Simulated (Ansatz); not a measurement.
The starting structures come from a database of crystals and need not be the phases stable at ambient conditions.

 Where the default PAW files enter, the runs use the earlier of Ansatz's two default sets.

The decay constant κ of evanescent states in the gap governs leakage through a thin film.

Data:

```yaml
crystal:
  lattice:
    - [5.01394, 0.00000, 0.00000]
    - [2.50697, 4.34220, 0.00000]
    - [2.50697, 1.44740, 4.64096]
  atoms:
    - { symbol: Zn, position: [0.63166, 0.63166, 0.10503] }
    - { symbol: Zn, position: [0.36834, 0.36834, 0.89497] }
    - { symbol: Ge, position: [0.84395, 0.84395, 0.46815] }
    - { symbol: Ge, position: [0.15605, 0.15605, 0.53185] }
    - { symbol: O, position: [0.21534, 0.95380, 0.26951] }
    - { symbol: O, position: [0.78466, 0.04620, 0.73049] }
    - { symbol: O, position: [0.95380, 0.56135, 0.26951] }
    - { symbol: O, position: [0.04620, 0.43865, 0.73049] }
    - { symbol: O, position: [0.56135, 0.21534, 0.26951] }
    - { symbol: O, position: [0.43865, 0.78466, 0.73049] }
```

Space group of this cell: R-3. The cell was relaxed by PBE-D3(BJ); by r2SCAN its mean pressure is -5.4 GPa.

Transport runs along the normal of the first two printed cell vectors, the (001) plane of the conventional cell.

No gap correction and no spin-orbit coupling; mid-gap values are interpolated between computed energies.

### Question
Give the band gap and the smallest decay constant κ at mid-gap that r2SCAN (Ansatz, a quantum-chemistry and plane-wave program) yields.

### Answer
Gap 2.93 eV on a 8×8×8 mesh; κ = 0.228 1/Å, at the zone centre.
